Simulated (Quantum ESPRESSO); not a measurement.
Input and output of a self-consistent single point for CrI3 (R-3, 8 atoms in the cell) (Quantum ESPRESSO).

Computed with PBE+U, GBRV 1.5 ultrasoft (PBE) pseudopotentials (plane waves; Quantum ESPRESSO 7.5).

```yaml
crystal:
  lattice:
    - [3.27054, 1.88825, 6.01563]
    - [-3.27054, 1.88825, 6.01563]
    - [0.00000, -3.77649, 6.01563]
  atoms:
    - { symbol: Cr, position: [0.33333, 0.33333, 0.33333], spin: 3.0 }
    - { symbol: Cr, position: [0.66667, 0.66667, 0.66667], spin: 3.0 }
    - { symbol: I, position: [0.08800, 0.75500, 0.42100] }
    - { symbol: I, position: [0.42100, 0.08800, 0.75500] }
    - { symbol: I, position: [0.75500, 0.42100, 0.08800] }
    - { symbol: I, position: [0.91200, 0.24500, 0.57900] }
    - { symbol: I, position: [0.57900, 0.91200, 0.24500] }
    - { symbol: I, position: [0.24500, 0.57900, 0.91200] }
```
(The spins are starting values, not results.)

Reference input (self-consistent single point, DFT, PBE, plane waves, GBRV 1.5 ultrasoft (PBE) pseudopotentials): ecutwfc = 50 Ry; ecutrho = 400 Ry; occupations = smearing; smearing = gauss; degauss = 0.0073499 Ry; nspin = 2; potentials = {Cr: cr_pbe_v1.5.uspp.F.UPF, I: i_pbe_v1.uspp.F.UPF}; K_POINTS = automatic 4 4 4 0 0 0; conv_thr = 1e-10 Ry; mixing_beta = 0.4. This run's input differs from it in these lines:

```diff
@@ -42,2 +42,4 @@
 4 4 4  0 0 0
+HUBBARD {ortho-atomic}
+U Cr-3d 7
```

Output (repeated stretches shortened):

```
     Self-consistent Calculation

     iteration #  1     ecut=    50.00 Ry     beta= 0.40

     =================== HUBBARD OCCUPATIONS ===================
     ------------------------ ATOM    1 ------------------------
     Tr[ns(  1)] (up, down, total) =   4.44559  0.35699  4.80258
     Atomic magnetic moment for atom   1 =   4.08861
     SPIN  1
     eigenvalues:
       0.757  0.757  0.977  0.977  0.977
     SPIN  2
     eigenvalues:
       0.036  0.038  0.038  0.123  0.123
     ------------------------ ATOM    2 ------------------------
     Tr[ns(  2)] (up, down, total) =   4.44559  0.35699  4.80258
   [... lines left out ...]

     iteration # 16     ecut=    50.00 Ry     beta= 0.40

     negative rho (up, down):  0.000E+00 1.128E-02

     Magnetic moment per site  (integrated on atomic sphere of radius R)
     atom   1 (R=0.157)  charge= 12.4441  magn=  3.6677
     atom   2 (R=0.157)  charge= 12.4441  magn=  3.6677
     atom   3 (R=0.157)  charge=  4.0590  magn= -0.2161
     atom   4 (R=0.157)  charge=  4.0590  magn= -0.2161
     atom   5 (R=0.157)  charge=  4.0590  magn= -0.2161
     atom   6 (R=0.157)  charge=  4.0590  magn= -0.2161
     atom   7 (R=0.157)  charge=  4.0590  magn= -0.2161
     atom   8 (R=0.157)  charge=  4.0590  magn= -0.2161
     End of self-consistent calculation

     =================== HUBBARD OCCUPATIONS ===================
     ------------------------ ATOM    1 ------------------------
     Tr[ns(  1)] (up, down, total) =   4.23304  0.25321  4.48624
     Atomic magnetic moment for atom   1 =   3.97983
     SPIN  1
     eigenvalues:
       0.641  0.641  0.984  0.984  0.984
     SPIN  2
     eigenvalues:
       0.020  0.020  0.021  0.096  0.096
     ------------------------ ATOM    2 ------------------------
     Tr[ns(  2)] (up, down, total) =   4.23304  0.25321  4.48624
     Atomic magnetic moment for atom   2 =   3.97983
     SPIN  1
     eigenvalues:
       0.641  0.641  0.984  0.984  0.984
     SPIN  2
     eigenvalues:
       0.020  0.020  0.021  0.096  0.096

     Number of occupied Hubbard levels =    8.9725

   [... lines left out ...]
     the Fermi energy is     7.5520 ev
!    total energy              =    -744.57362888 Ry
     total magnetization       =     6.01 Bohr mag/cell
     absolute magnetization    =     9.93 Bohr mag/cell
     Total force =     0.028711     Total SCF correction =     0.000005
   [... lines left out ...]

     negative rho (up, down):  0.000E+00 1.128E-02
          total   stress  (Ry/bohr**3)                   (kbar)     P=      105.19
   0.00072461   0.00000000  -0.00000000          106.59        0.00       -0.00
   0.00000000   0.00072461  -0.00000000            0.00      106.59       -0.00
   0.00000000   0.00000000   0.00069593            0.00        0.00      102.37

   JOB DONE.
```

The run converged in 16 iterations. Against the reference run the pressure goes from 6.04 to 10.52 GPa, the largest force goes from 0.597 to 0.301 eV/Å, no clean gap remains on the mesh (levels overlap or are partly filled), against 0.53 eV before and the size of the net moment stays at 0.75 μB/atom. The full log also holds: “c_bands:  1 eigenvalues not converged”.

The starting cell was generated: these elements placed on a structure prototype, without a prior relaxation; it need not be a known phase or ordering of this composition. Its lattice was rescaled by a random factor within 2.5 % of one. Spin-orbit coupling is off. The magnetic order is the one reached from the typed start; others were not searched systematically. With U or open f shells several self-consistent states can exist. With a pressure of about 11 GPa the cell is away from its equilibrium volume at this level.

Cost on one core of a shared machine: roughly 10 min.
